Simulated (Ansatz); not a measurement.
For fluorite AuAl₂, LDA (PAW; Ansatz, an electronic-structure program) gives:

```
Property               Value
-------------------  -------
lattice parameter a  5.956 Å
bulk modulus         121 GPa
```

Problem. What does r²SCAN+SOC in Ansatz (plane waves, PAW) give for the same quantities?

Solution. 
- lattice constant a: 5.995 Å (increases by 0.7 %)
- bulk modulus: 121 GPa (is nearly the same)

Changes are worked out from the printed values.

Unless a cell is named, each level is at its own relaxed cell (LDA 17.61, r²SCAN+SOC 17.96 Å³/atom).

Levels without +SOC leave out spin–orbit coupling, which shifts energies and cells of such heavy elements.

Ansatz's density-functional and Hartree–Fock values are scalar-relativistic unless marked +SOC, with PAW data made under PBE.
